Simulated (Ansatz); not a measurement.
Amorphous Si30N45Ta3, 78 atoms at 3.78 g/cm³, one PBE-relaxed geometry, zone centre. Methods: PBE, scalar-relativistic without spin-orbit coupling (Ansatz, a quantum-chemistry and plane-wave program); r2SCAN, scalar-relativistic without spin-orbit coupling (Ansatz); HSE06, scalar-relativistic without spin-orbit coupling (Ansatz). Plane waves to 420 eV (r2SCAN 500 eV); exact exchange is cut at the cell's faces. At PBE the levels at the filled edge of the gap are localised (band-tail or defect states), and the nearest spread-out levels lie 2.1 eV apart at the zone centre. The higher rungs were started with moments on some atoms, which died out.

Preparation: random packing, a CHGNet melt and quench, and a DFT relaxation. N atoms were pushed apart under 1.9 Å during the dynamics, to hinder bonds among them. The hot cell started wider than the set density and was brought back towards it in steps. It is the lowest in DFT energy of 2 quenches. It is a model cell: composition and starting density were chosen by hand, and all elements were melted together. No dispersion term was used. Its density started from a set value of 3.78 and ended at 3.78 g/cm³. The quench (nominally 380 K/ps over its main leg) was far faster than any real one, so the model tends to hold more defects than a real film. One small periodic cell is one sample of the glass; other quenches scatter about these values. The volume was held where the preparation left it and the shape relaxed, at a PBE pressure of 3.4 GPa. Stress components on the final sampling reach 3.4 GPa. On a 2×2×2 Γ-centred mesh force components of up to 0.22 eV/Å stay, since the relaxation ran on the zone centre alone.

The relaxation ran on the zone centre alone. At PBE the level gap is 1.83 eV on a 2×2×2 Γ-centred mesh, and the spacing at the zone centre alone 1.88 eV.

Question: What zone-centre spacing does r2SCAN give, roughly?

Answer: 2.17 eV (+0.29 eV against PBE).

Question: What zone-centre spacing does HSE06 give, roughly?

Answer: 3.03 eV (+1.15 eV against PBE).

The highest filled and the lowest empty state spread over these numbers of atoms (participation numbers): PBE: 3.6 and 7.4; r2SCAN: 3.5 and 6.7; HSE06: 3.7 and 7.1.
